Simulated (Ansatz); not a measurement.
Where the default PAW files enter, the runs use the earlier of Ansatz's two default sets.

Data:

```
Ga2O3
1.0
    4.99740     0.00000     0.00000
    2.49870     4.70992     0.00000
    2.49870     1.32561     4.11986
Ga O
4 6
Direct
  0.85559   0.43323   0.85559
  0.14441   0.56677   0.14441
  0.64441   0.06677   0.64441
  0.35559   0.93323   0.35559
  0.05316   0.75000   0.75000
  0.94684   0.25000   0.25000
  0.44684   0.75000   0.05316
  0.55316   0.25000   0.94684
  0.75000   0.75000   0.44684
  0.25000   0.25000   0.55316
```

Space group of this cell: R-3c, corundum. The cell is taken as given; by r2SCAN its mean pressure is -1.4 GPa.

Method: r2SCAN (plane waves, PAW; Ansatz, a quantum-chemistry and plane-wave program).

The current runs along the normal of the first two printed vectors; no spin-orbit coupling. Scaled by the factor s: all lengths (ions clamped). The meshes follow the cell: 8×8×8 and 8×8 across at s = 0.98, 8×8×8 and 8×6 across at s = 1.00, 8×8×8 and 8×6 across at s = 1.02.

| s | mean pressure (GPa) | slowest mid-gap decay constant κ (1/Å) |
|---|---|---|
| 0.98 | 14.5 | 0.291 |
| 1.00 | -1.4 | 0.254 |
| 1.02 | -13.3 | ? |

Problem. Take the slope of the slowest mid-gap decay constant κ against ln s from the two given rows, extrapolate to s = 1.02, and say what the run there gives.

Solution. Slope = (0.291 − 0.254) / ln 0.98 = -1.83 1/Å. The line gives 0.254 + (-1.83) × ln 1.02 = 0.218 1/Å. The run gives 0.218 1/Å, as the line does.
